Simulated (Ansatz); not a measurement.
## Hypothetical rock salt BeTe, alloy series

Start from BeTe in the rock salt structure (space group Fm-3m, No. 225; a = 5.3604 Å; a hypothetical phase, not in the database extracts checked).

The other end (x = 1) is BeSn in the rock salt structure (space group Fm-3m, No. 225; a hypothetical phase, not in the database extracts checked): 18.26 Å³/atom, gap zero; this end may not be an ambient phase.

Sn replaces a fraction x of Te; each row is one arrangement (x, atoms in the cell, starting space group or random), fully relaxed.

The values are results of PBE (Ansatz, a first-principles code, PAW, scalar-relativistic without spin-orbit coupling), not measurements.

Notes on the quantities. mixing energy: to 0.01 eV only: unlike meshes or grids; against an end that may be hypothetical; deviation of the volume from the linear: Vegard-type) interpolation.

```csv
variant,mixing energy,deviation of the volume from the linear,density
base,–,–,5.89 g/cm³
"x(Sn) = 0.333, 6 atoms, Immm",?,?,5.92 g/cm³
"x(Sn) = 0.5, 8 atoms, C2/m",+0.02 eV/atom,?,5.86 g/cm³
"x(Sn) = 0.5, 4 atoms, P4/mmm",?,-1.6 %,5.94 g/cm³
"x(Sn) = 0.75, 8 atoms, Pm-3m",+0.02 eV/atom,-1.2 %,5.90 g/cm³
```

Problem. Some entries are withheld; estimate them.

Solution. 
- x(Sn) = 0.333, 6 atoms, Immm, mixing energy: +0.05 eV/atom
- x(Sn) = 0.333, 6 atoms, Immm, deviation of the volume from the linear: -0.9 %
- x(Sn) = 0.5, 8 atoms, C2/m, deviation of the volume from the linear: -0.1 %
- x(Sn) = 0.5, 4 atoms, P4/mmm, mixing energy: +0.03 eV/atom

Each cell is one ordered arrangement of few atoms, which overstates ordering effects compared with a random alloy. Whether these cells are dynamically stable was not tested. All final runs are without spin polarisation.
